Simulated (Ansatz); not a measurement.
Base system: Al₂O₃ in the corundum structure (space group R-3c, No. 167).

```
Al2O3
1.0
    2.38658     1.37789     4.33779
   -2.38658     1.37789     4.33779
    0.00000    -2.75579     4.33779
Al O
4 6
Cartesian
  0.00000   0.00000   4.58111
  0.00000   0.00000   1.92558
  0.00000   0.00000   8.43227
  0.00000   0.00000  11.08779
 -0.92670   1.37789   7.59113
 -0.72994  -1.49150   7.59113
  1.65664   0.11360   7.59113
  0.92670  -1.37789   5.42224
  0.72994   1.49150   5.42224
 -1.65664  -0.11360   5.42224
```

Method: PBEsol (Ansatz, a quantum-chemistry and plane-wave program), without spin-orbit coupling, earlier PAW set.

Before the change:

| Quantity | Result |
|---|---|
| Band gap | 6.04 eV |
| Gap character | direct at Γ |
| Electron mass | 0.40 mₑ along c, 0.37 mₑ across (at Γ) |

The change: full substitution Al → In, then cell and atoms are relaxed.

Task: Estimate the effect on the band gap, gap character and electron mass.

Result: The band gap drops by 4.93 eV (6.04 eV → 1.11 eV); the gap character changes from direct at Γ to indirect, Γ–S₀ (57 % along) → Γ; the electron mass goes from 0.40 mₑ along c, 0.37 mₑ across (at Γ) to 0.15 mₑ (at Γ).

Masses are band curvatures over ±0.01 Å⁻¹ around the edge. Gaps are Kohn–Sham eigenvalue differences; semilocal functionals usually give less than the measured gap. Whether these cells are dynamically stable was not tested.
